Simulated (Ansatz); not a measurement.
## Effect of tensor shear ε_xz = +2.37 % on hypothetical zinc blende BiP

Take BiP in the zinc blende structure (space group F-43m, No. 216; a = 6.502 Å; a hypothetical phase, not in the database extracts checked; relaxed with 0.1 eV smearing) as the base. Axes: x, y, z lie along the cube axes.

The change: a pure shear with ε_xz = ε_zx = 0.0237, atoms relaxed at fixed cell.

Computed with PBE (Ansatz, a program for electronic structure, PAW, spin-orbit coupling left out). Γ-centred 15×15×15 mesh, Fermi–Dirac width 0.1 eV.

* **Volume per atom**: 34.35 Å³ (base 34.37 Å³)
* **Space group**: Imm2 (No. 44) (base F-43m (No. 216))
* **Energy relative to the base (free energy F)**: -4.2 meV/atom
* **Pressure (mean of the normal stresses, compression positive)**: -0.1 GPa (base 0.0 GPa)
* **Band gap**: zero (base zero)
* **Stress (xx, yy, zz, yz, xz, xy; compression positive)**: (-0.1, -0.1, -0.1, 0.0, 0.8, 0.0) GPa

The cells carry an imposed strain or load. No phonon test of stability was made. The final runs are not spin-polarised. Under tensor shear ε_xz = +2.37 % the cell ends below the base's energy or with stress of the wrong sign: the atoms slid into a distortion or the cell is elastically unstable, so the base is not a stable minimum at this level.
